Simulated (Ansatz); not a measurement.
## Sn in the diamond structure (space group Fd-3m, No. 227)

Sn is modelled in the cubic space group Fd-3m, origin choice 1 (No. 227), the diamond structure, Pearson symbol cF8. Cell: a = b = c = 6.6558 Å, α = β = γ = 90.00°. Sn on 8a has 4 Sn at 2.882 Å (tetrahedral). (Neighbours: up to the widest gap in distance over summed covalent radii, below 1.35, at either atom.)
(The calculation used a cell of 2 atoms; values per cell refer to that cell.)

All numbers come from Kohn–Sham DFT with the PBE functional, run in Ansatz (a program for electronic structure) with PAW and 420 eV plane waves, no spin-orbit coupling, earlier PAW set. Γ-centred 12×12×12 mesh, Fermi–Dirac width 0.05 eV.

```yaml
volume_per_atom: 36.86 Å³
density: 5.35 g/cm³
band_gap: zero
total_energy: -6024.289 eV/atom (σ→0; compares only within this code and set-up)
```

Whether these cells are dynamically stable was not tested.
